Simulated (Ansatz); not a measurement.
## Pd: response to strain

Consider Pd in the fcc (Cu type) structure (space group Fm-3m, No. 225; a = 3.841 Å; relaxed with 0.1 eV smearing). Axes: x, y, z lie along the cube axes.

Strains are applied to the cell and any free atomic positions relax; under biaxial strain the out-of-plane vector relaxes too.

Computed with LDA (Ansatz, an electronic-structure program, PAW, spin-orbit coupling left out).

Candidates:
(a) biaxial strain −0.83 %, plane normal [111], relaxed out of plane
(b) biaxial strain −2.50 %, plane normal [111], relaxed out of plane
(c) biaxial strain +2.08 %, plane normal [111], relaxed out of plane
(d) biaxial strain +1.67 %, plane normal [111], relaxed out of plane
(e) biaxial strain +2.50 %, plane normal [111], relaxed out of plane

Notes on the quantities. energy relative to the base: free energy F.

### Question
Order them by energy relative to the base, highest first.

### Answer
(b) biaxial strain −2.50 %, plane normal [111], relaxed out of plane (+22 meV/atom), (e) biaxial strain +2.50 %, plane normal [111], relaxed out of plane (+18 meV/atom), (c) biaxial strain +2.08 %, plane normal [111], relaxed out of plane (+13 meV/atom), (d) biaxial strain +1.67 %, plane normal [111], relaxed out of plane (+8.2 meV/atom), (a) biaxial strain −0.83 %, plane normal [111], relaxed out of plane (+2.3 meV/atom)

Whether these cells are dynamically stable was not tested. All final runs are without spin polarisation. Pd lies near a magnetic instability that expansion can trigger; it was not tested.
